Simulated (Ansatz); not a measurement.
The starting structures come from a database of crystals and need not be the phases stable at ambient conditions.

By PBEsol, the system below comes out a metal.

The ballistic (Sharvin) conductance counts the channels at the Fermi level: G/A = (e²/h) × channels of both spins per area.

Data:

```
Tl3Y
1.0
    4.73084     0.00000     0.00000
    0.00000     4.73084     0.00000
    0.00000     0.00000     4.73084
Y Tl
1 3
Direct
  0.00000   0.00000   0.00000
  0.50000   0.50000   0.00000
  0.00000   0.50000   0.50000
  0.50000   0.00000   0.50000
```

Space group of this cell: Pm-3m, Cu3Au type. The cell is taken as given; by PBEsol its mean pressure is -1.8 GPa.

The current flows along the normal of the first two printed cell vectors, the (001) plane of the conventional cell. No spin-orbit coupling; the value is a mean over 0.1 eV about the Fermi level.

**Question.** Compute, with PBEsol (Ansatz, an electronic-structure program), the ballistic conductance per area.

**Answer.** 0.64 × 10¹⁵ S/m² for both spins.
